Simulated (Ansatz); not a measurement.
The reference is RuSi (space group P2_13, No. 198).

```yaml
crystal:
  lattice:
    - [4.70637, 0.00000, 0.00000]
    - [0.00000, 4.70637, 0.00000]
    - [0.00000, 0.00000, 4.70637]
  atoms:
    - { symbol: Ru, position: [0.12946, 0.12946, 0.12946] }
    - { symbol: Ru, position: [0.62946, 0.37054, 0.87054] }
    - { symbol: Ru, position: [0.87054, 0.62946, 0.37054] }
    - { symbol: Ru, position: [0.37054, 0.87054, 0.62946] }
    - { symbol: Si, position: [0.83761, 0.83761, 0.83761] }
    - { symbol: Si, position: [0.33761, 0.66239, 0.16239] }
    - { symbol: Si, position: [0.16239, 0.33761, 0.66239] }
    - { symbol: Si, position: [0.66239, 0.16239, 0.33761] }
```

Levels (all Ansatz, a program for electronic structure, PAW, earlier PAW set): r2SCAN (500 eV, spin-orbit coupling left out); HSE06 (420 eV, without spin-orbit coupling).

The geometry is relaxed with r2SCAN.

```
Property          Result
---------------  -------
r2SCAN band gap  0.31 eV
```

Q: How does going to HSE06 change the band gap?

A: The band gap grows by 0.47 eV, from 0.31 eV to 0.78 eV.

Single points use the geometry relaxed with r2SCAN. HSE06 gaps are upper bounds (no full band path). Whether these cells are dynamically stable was not tested.
